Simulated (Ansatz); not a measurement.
The parent structure is an 8-atom supercell of NiSi (space group Pnma, No. 62; a = 5.105 Å, b = 3.360 Å, c = 5.504 Å; non-magnetic) at its relaxed geometry.

Calculations: PBEsol (Ansatz, a quantum-chemistry and plane-wave program, PAW, without spin-orbit coupling), earlier PAW set.

For the base:

- Pressure = 0.0 GPa

It is then changed as follows: one Si atom is replaced by C, atoms relaxed at fixed cell, starting from a slightly rattled geometry.

Predict the new largest displacement of a host atom from its site in the perfect cell, pressure and shift of the substituted atom off its lattice site.

The largest displacement of a host atom from its site in the perfect cell is 0.20 Å; the pressure goes from zero to -7.7 GPa; the shift of the substituted atom off its lattice site is 0.91 Å.

The magnetic state is the one reached from the starting moments; the real material's order can differ, and small cells can't hold many antiferromagnetic ones. The cell is small, so the values are those of an ordered compound at a high defect concentration; dilute-limit values will differ. Starting moments died away, wholly or in part, for C on a Si site and the base; another magnetic solution may exist. Spin-polarised in the final run: C on a Si site; the other runs are not. The defect cell is spin-polarised and ends with 0.0 μB.
